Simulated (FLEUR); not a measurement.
Worked example: self-consistent single point of MoSi2 (P1, 3 atoms in the cell) in FLEUR.

Method of the run: PBE, all-electron FLAPW (FLEUR), scalar-relativistic valence in FLEUR.

The change in words: lattice scaled by 0.98. Reference geometry:
```yaml
crystal:
  lattice:
    - [-1.60500, 1.60500, 3.92500]
    - [1.60500, -1.60500, 3.92500]
    - [1.60500, 1.60500, -3.92500]
  atoms:
    - { symbol: Si, position: [0.65498, 0.67219, 0.00563] }
    - { symbol: Si, position: [0.34358, 0.34846, 0.02831] }
    - { symbol: Mo, position: [0.00144, 0.97936, 0.96605] }
```

Reference input (self-consistent single point, DFT, PBE, all-electron FLAPW (FLEUR), scalar-relativistic valence): Kmax = 4.6 1/bohr; GmaxXC = 13.8 1/bohr; xcFunctional = pbe; jspins = 1; l_soc = F; mode = hist; fermiSmearingEnergy = 0.00367493 Htr; mesh (inpgen div1-3) = 5 5 7; inpgen gamma flag = false; Gmax = 13.8 1/bohr; numbands = 0; maxIterBroyd = 40. This run's input differs from it in these lines:

```diff
@@ -3,5 +3,5 @@
 &input film=f /
--1.6050000000 1.6050000000 3.9250000000
-1.6050000000 -1.6050000000 3.9250000000
-1.6050000000 1.6050000000 -3.9250000000
+-1.5729000000 1.5729000000 3.8465000000
+1.5729000000 -1.5729000000 3.8465000000
+1.5729000000 1.5729000000 -3.8465000000
 1.8897261246
@@ -44,5 +44,5 @@
          <bravaisMatrix>
-            <row-1>   -3.0330104299829999     3.0330104299829999     7.4171750390549995</row-1>
-            <row-2>    3.0330104299829999    -3.0330104299829999     7.4171750390549995</row-2>
-            <row-3>    3.0330104299829999     3.0330104299829999    -7.4171750390549995</row-3>
+            <row-1>   -2.9723502213833397     2.9723502213833397     7.2688315382738988</row-1>
+            <row-2>    2.9723502213833397    -2.9723502213833397     7.2688315382738988</row-2>
+            <row-3>    2.9723502213833397     2.9723502213833397    -7.2688315382738988</row-3>
          </bravaisMatrix>
```

Output (repeated stretches shortened):

```
 Iteration:     1   Distance:      13.57847777 me/bohr^3
 Iteration:     2   Distance:      11.77083384 me/bohr^3
 Iteration:     3   Distance:       5.99911840 me/bohr^3
 Iteration:     4   Distance:       5.24202499 me/bohr^3
 Iteration:     5   Distance:       1.73620455 me/bohr^3
   [... 8 lines left out ...]
 Iteration:    14   Distance:       0.00018333 me/bohr^3
 Iteration:    15   Distance:       0.00018988 me/bohr^3
 Iteration:    16   Distance:       0.00002506 me/bohr^3
 Iteration:    17   Distance:       0.00000801 me/bohr^3
 Reset of history
 Run finished successfully
 Stop message:
   Structural relaxation: new displacements generated

[file out, last iteration]
             iter=     18
[...]
          total density-effective poten   -7.4887588309E+03
          total charge density-energy d   -1.6594329292E+02
 Updated energy parameters for spin:           1
[...]
 fermi energy and band-weighting factors:
    0.800298    0.872107

[...]
FERMIE:
          first approx. to ef    (T=0)  :   0.540155 htr   (energy of the highest occ. eigenvalue)
          number of occ. states  (T=0)  :        968
          first approx. to seigv (T=0)  :  -2.771307 htr
          sum of weights of occ. states :  11.005714
          sum of semicore charge        :   0.000000 e
FERHIS:  Fermi-Energy by histogram:
          bandgap                     :   0.002873 htr
   [... lines left out ...]
          charge neutrality (T=0)     :   0.011429    (zero if the highest occ. eigenvalue is "entirely" occupied)
     EF_NEWTON:  Adjust Fermi-Energy by Newton-Method.
 Direct bandgap for spin            1 :    4.0461555782633329E-002  Htr
 ---->    free energy=                     -4629.7044300469 htr
   [... lines left out ...]
 TOTAL FORCE FOR ATOM TYPE=  1  X=  0.068   Y= -0.034   Z= -4.932
                       FX_TOT=-0.018155 FY_TOT= 0.003863 FZ_TOT= 0.019511
 TOTAL FORCE FOR ATOM TYPE=  2  X=  0.099   Y=  0.070   Z=  4.824
                       FX_TOT=-0.014171 FY_TOT=-0.009481 FZ_TOT= 0.006880
 TOTAL FORCE FOR ATOM TYPE=  3  X= -0.167   Y= -0.035   Z=  0.107
                       FX_TOT= 0.032073 FY_TOT= 0.005573 FZ_TOT=-0.026166
```

The run converged in 17 iterations. FLEUR gives forces in its relaxation mode, with a further iteration, so its stop message speaks of a relaxation. Against the reference run the free energy rises by 54.9 meV/atom.

The starting cell has typed, rounded lattice constants, without a prior relaxation at this level. Its atoms were displaced at random from the sites of space group no. 139. For this run, on top of that: lattice scaled by 0.98. Spin polarisation is off. Values depend on the basis (sphere radii, cutoffs, local orbitals), which need not be converged. The log's line on a gap gives a spacing of levels on this mesh, which the program prints for metals too.

Cost on one core of a shared machine: roughly 4 min.
